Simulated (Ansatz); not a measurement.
Substrate model: Si(111) 1x1 surface, 6 top atoms, 3 bilayers, bottom bilayer H-capped and fixed, every top atom capped by H; cell 11.5 x 6.6 Å; two neighbouring H replaced by SH; about 7 Å thick over the host's atoms, 18 atoms held. These are PBE-D3(BJ) (plane waves to 420 eV, PAW; Ansatz, a quantum-chemistry and plane-wave program) values and carry that method's errors. k mesh 1 x 2 x 1. The slab states were run without spin polarisation. No spin-orbit coupling. No Hubbard U. Results hold for this slab, coverage and mesh. No zero-point or entropy terms are included. Each state was relaxed from one prepared geometry.

End state of this step: WF6 exchanges a ligand with a surface S-H group and HF forms. Atoms near the product:

| atom | x (Å) | y (Å) | z (Å) |
|---|---|---|---|
| Si(0) | 11.523 | 6.658 | 9.528 |
| H(14) | 11.532 | 6.646 | 11.025 |
| Si(31) | 9.639 | 3.342 | 9.501 |
| H(44) | 7.684 | 6.512 | 11.028 |
| H(45) | 9.729 | 3.412 | 10.991 |
| H(47) | 9.000 | 5.018 | 13.088 |
| H(49) | 12.057 | 3.428 | 11.750 |
| W(a0) | 6.568 | 2.584 | 13.162 |
| F(a1) | 9.717 | 5.435 | 12.636 |
| F(a2) | 7.656 | 1.584 | 14.331 |
| F(a3) | 7.649 | 4.073 | 13.664 |
| F(a4) | 5.642 | 0.995 | 12.855 |
| F(a5) | 7.817 | 2.156 | 11.829 |
| F(a6) | 5.362 | 3.110 | 14.464 |

Problem. What energy does it take to move HF into the gas, one a cell, with the surface relaxed behind it, and what are its closest contacts before it leaves?

Solution. 0.33 eV. Its closest contacts to the rest of the cell: H(47)...F(a3) 1.75 Å, F(a1)...H(45) 2.61 Å, F(a1)...F(a3) 2.68 Å.
